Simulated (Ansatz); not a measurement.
## What Se → Mo does to CdSe

Base system: CdSe in the wurtzite structure (space group P6_3mc, No. 186; a = 4.340 Å, c = 7.078 Å).

Modification: Mo takes the place of Se on all its sites; the structure is relaxed again.

Level of theory: Ansatz (a program for electronic structure) r2SCAN, no spin-orbit coupling. k-mesh 12×12×9 (Γ-centred); smearing 0.05 eV (Fermi–Dirac), for the changed cell.

```tsv
quantity	base	changed	shift
density	5.50 g/cm³	7.06 g/cm³	+1.56 g/cm³
space group	P6_3mc (No. 186)	P6_3/mmc (No. 194)	–
shortest interatomic distance	2.655 Å	2.647 Å	-0.0086 Å
band gap	1.11 eV	zero	–
```

Whether these cells are dynamically stable was not tested. As relaxed here, CdMo is a hypothetical phase, not in the database extracts checked. The final runs are not spin-polarised. CdMo has a high density of states at the Fermi level and may be magnetic at this level.
